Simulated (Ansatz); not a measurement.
What biaxial strain −3.00 %, plane normal [001], relaxed out of plane does to WC

The parent structure is WC (space group P-6m2, No. 187; a = 2.9225 Å, c = 2.8462 Å; relaxed with 0.1 eV smearing). Axes: x lies along a and z along c of the hexagonal cell.

Modification: compressive biaxial strain of 3.00 % in the plane normal to [001], as in epitaxy on a mismatched substrate; the out-of-plane cell vector and the atoms relax.

The values are results of PBE/PAW in Ansatz (a program for electronic structure), no SOC, not measurements. Γ-centred 23×23×20 mesh, Fermi–Dirac width 0.1 eV.

The volume per atom drops by 0.51 Å³ to 10.02 Å³ and the space group stays P-6m2 (No. 187). The shortest interatomic distance drops by 0.027 Å (2.207 Å → 2.180 Å) and the band gap remains zero. The out-of-plane strain amounts to +1.18 % and the ratio −ε⊥/ε∥ is 0.39. The mean in-plane stress (compression positive) is +29.5 GPa.

Stability against distortions was not tested. All final runs are without spin polarisation.
